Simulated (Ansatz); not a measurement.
How the smallest direct gap on the k points sampled of ScGeCN (model structure, started from the AlSiCN type, P3m1, No. 156, 4 atoms in the cell) moves with the method

No measured value is used here.

| level (code) | value (eV) |
|---|---|
| LDA (Ansatz) | 2.26 |
| PBE+SOC (Ansatz) | 2.40 |
| PBEsol+SOC (Ansatz) | ___ |
| r²SCAN+SOC (Ansatz) | ___ |
| HSE06+SOC (Ansatz) | 3.52 |
| PBE0 (Ansatz) | 4.23 |

Question: What belongs in the gaps?

Answer: 
- PBEsol+SOC (Ansatz, a first-principles code), value (eV): 2.32
- r²SCAN+SOC (Ansatz), value (eV): 2.74

At these levels the smallest gap is indirect and lower: LDA 2.12, PBE+SOC 2.27, PBEsol+SOC 2.19, r²SCAN+SOC 2.64, HSE06+SOC 3.36, PBE0 4.08 eV. Computed values are for a static lattice. Spin–orbit coupling is included only where a level's name says +SOC; with heavier elements it mostly lowers gaps and can invert bands.  Values are at the PBEsol cell. Cutoffs and k meshes differ between the levels. Ansatz's density-functional and Hartree–Fock values are scalar-relativistic unless marked +SOC, with PAW data made under PBE.

A model structure was made by putting elements into a prototype or built by hand; it is no filed structure, need not be a known phase, and can be a saddle point held by its symmetry.
